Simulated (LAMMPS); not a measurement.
System: CeO2 (fluorite), 324 atoms, at 1620 K and 0 GPa, heated as the crystal.

Computed with classical MD, Buckingham potential of Woodley, Battle, Gale and Catlow, Phys. Chem. Chem. Phys. 1, 2535 (1999), used with rigid ions (no shells), PPPM sums, short-range terms cut at 10 Å, modified for these runs by an r^-4 repulsive force inside the short-range force's maximum, run in LAMMPS.

```
angle (°)  probability per degree, O-Ce-O  probability per degree, Ce-O-Ce
---------  ------------------------------  -------------------------------
52.50                              0.0000                           0.0000
55.50                              0.0002                           0.0000
58.50                              0.0014                           0.0000
61.50                              0.0057                           0.0000
64.50                              0.0167                           0.0000
67.50                              0.0294                           0.0000
70.50                              0.0353                           0.0000
73.50                              0.0277                           0.0000
76.50                              0.0162                           0.0000
79.50                              0.0069                           0.0000
82.50                              0.0025                           0.0000
85.50                              0.0007                           0.0002
88.50                              0.0007                           0.0007
91.50                              0.0013                           0.0029
94.50                              0.0031                           0.0072
97.50                              0.0061                           0.0167
100.5                              0.0109                           0.0307
103.5                              0.0160                           0.0432
106.5                              0.0222                           0.0522
109.5                              0.0241                           0.0530
112.5                              0.0218                           0.0447
115.5                              0.0168                           0.0343
118.5                              0.0101                           0.0230
121.5                              0.0057                           0.0124
124.5                              0.0025                           0.0066
127.5                              0.0010                           0.0032
130.5                              0.0004                           0.0011
133.5                              0.0001                           0.0006
136.5                              0.0000                           0.0001
139.5                              0.0000                           0.0001
142.5                              0.0000                           0.0000
145.5                              0.0000                           0.0000
148.5                              0.0000                           0.0000
151.5                              0.0001                           0.0000
154.5                              0.0003                           0.0000
157.5                              0.0006                           0.0000
160.5                              0.0017                           0.0000
163.5                              0.0036                           0.0000
166.5                              0.0063                           0.0000
169.5                              0.0099                           0.0000
172.5                              0.0115                           0.0000
175.5                              0.0098                           0.0000
178.5                              0.0038                           0.0000
```

The data show:
- state found: crystal; no diffusion seen in 21 ps
- most common O-Ce-O angle: in the 3° bin centred on 70.5° (mean of all 102°)
- most common Ce-O-Ce angle: in the 3° bin centred on 109.5° (mean of all 109°)

Caution: the potential ionic pair potential woodley1999 is fitted for structure prediction of static crystals.
